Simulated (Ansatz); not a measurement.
**Effective masses and thermopower of K2Pt (Fm-3m)**

Here is the system:

```
K2Pt
1.0
    0.00000     3.73828     3.73828
    3.73828     0.00000     3.73828
    3.73828     3.73828     0.00000
K Pt
2 1
Direct
  0.75000   0.75000   0.75000
  0.25000   0.25000   0.25000
  0.00000   0.00000   0.00000
```

Computed with PBEsol with spin-orbit coupling, rigid bands (plane waves, PAW; Ansatz, a program for electronic structure). Condition of this run: spin-orbit coupling switched on. Geometry: cell and atoms relaxed with PBEsol.

| Property | Value |
|---|---|
| band gap | 0.97 eV |
| electron conductivity mass (300 K, dilute) | 0.51 mₑ |
| hole conductivity mass (300 K, dilute) | 15.1 mₑ |
| effective density of states N_c (300 K) | 3.8e19 cm⁻³ |
| effective density of states N_v (300 K) | 2.2e21 cm⁻³ |
| density-of-states mass, electrons | 1.31 mₑ |
| density-of-states mass, holes | 19.8 mₑ |
| Seebeck coefficient, n-type 1e19 cm⁻³, 300 K | -326 μV/K |
| best n-type power factor at 300 K for τ = 10 fs (best axis; densities from 1e16 to 1e21 cm⁻³ tried, whether or not they can be reached) | 11.6 μW/(cm·K²) at 1e20 cm⁻³ |
| Seebeck coefficient, p-type 1e19 cm⁻³, 300 K | 635 μV/K |

Rigid bands; masses and Seebeck coefficients take one relaxation time τ for all states and one kind of carrier; polarons and phonon drag are left out.

Computed structure, not matched to a measured one here, so possibly hypothetical: K2Pt (Fm-3m).
